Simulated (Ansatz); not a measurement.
Consider a 18-atom cell of (Ta,Nb)Si2 started in the CrSi2 (C40) type structure, site fractions Ta 0.167, Nb 0.833, short-range order -0.20 in the first shell of the mixed sites (0 is random, a negative value favours unlike neighbours), space group C2 at the end. Its start:

```xyz
18
Lattice="4.8239 -0.0004 0.0000 -2.4123 4.1775 6.5936 -2.4116 -4.1771 6.5936" Properties=species:S:1:pos:R:3 pbc="T T T"
Nb     1.2062    -2.0888     7.6878
Nb    -1.2062     2.0888     7.6925
Nb     2.4137     0.0055     3.2986
Nb    -2.4137    -0.0055     9.8922
Ta     1.2058     2.0886     5.4955
Nb    -1.2058    -2.0886     5.4938
Si    -0.0024    -1.3561     9.8913
Si    -0.0025    -1.3527     3.2917
Si    -3.6588    -0.6873    12.0875
Si     1.1692    -0.6598     5.4957
Si     1.1686     0.6816     1.1053
Si     1.1739     0.6770     7.6907
Si     0.0024     1.3561     3.2977
Si     0.0025     1.3527     9.8853
Si    -1.1651     0.6877     5.4939
Si    -1.1692     0.6598    12.0892
Si    -1.1686    -0.6816     7.6989
Si     3.6500    -0.6774     1.0971
```

The mixing enthalpy is taken against the end members in the CrSi2 (C40) type type (which need not be the stable form of TaSi2 and NbSi2), relaxed in the same cell and mesh.

Computed with PBE (plane waves to 420 eV, PAW; Ansatz, a first-principles code). Spin–orbit coupling is left out; the runs are not spin-polarised. Its k-point mesh 7×5×5, Fermi–Dirac width 0.05 eV.

```
end member  weight  volume per atom (Å³)
----------  ------  --------------------
TaSi2        0.167                 14.66
NbSi2        0.833                 14.74
```

Predict the alloy's volume, bond lengths and mixing enthalpy.


| Property | Result |
|---|---|
| volume per atom | 14.72 Å³ |
| Nb–Si bonds | 2.715 Å on average, from 2.618 to 2.841 (50) |
| Si–Ta bonds | 2.717 Å on average, from 2.625 to 2.841 (10) |
| mixing enthalpy per site of the mixed sublattice | -2 meV |
| departure of the mean lattice parameter from Vegard's line | under 0.15 %, inside the noise of the relaxations |
